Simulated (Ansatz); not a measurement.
The reference is ZrGe (space group Pnma, No. 62; a cell from a computed database, its experimental status unchecked).

```
ZrGe
1.0
    7.10244     0.00000     0.00000
    0.00000     3.91529     0.00000
    0.00000     0.00000     5.40939
Zr Ge
4 4
Cartesian
  1.25914   0.97882   3.41512
  5.84330   2.93647   1.99428
  2.29208   2.93647   0.71042
  4.81036   0.97882   4.69897
  0.33808   0.97882   0.82650
  6.76436   2.93647   4.58290
  3.21314   2.93647   3.53119
  3.88930   0.97882   1.87820
```

Cartesian axes are those of the cell as printed.

All numbers come from r2SCAN/PAW in Ansatz (a quantum-chemistry and plane-wave program), spin-orbit coupling left out, earlier PAW set.

Before the change:

```
Item               Result
---------------  --------
Pressure          0.0 GPa
Volume per atom  18.80 Å³
Band gap             zero
```

One thing is altered: tensile biaxial strain of 1.46 % in the plane normal to [001], as in epitaxy on a mismatched substrate; the out-of-plane cell vector and the atoms relax.

Q: Predict the new pressure.

A: The pressure (mean of the normal stresses, compression positive) goes from zero to -2.5 GPa.

Q: What happens to the volume per atom?

A: The volume per atom increases by 0.403 Å³ (18.80 Å³ → 19.21 Å³).

Q: What does the calculation give for the band gap after the change?

A: The band gap is still zero.

Without a gap, meshes like the base's 7×12×9 leave anisotropic stresses uncertain by several tenths of a GPa, and small strain energies with them. Stability against distortions was not tested. All final runs are without spin polarisation.
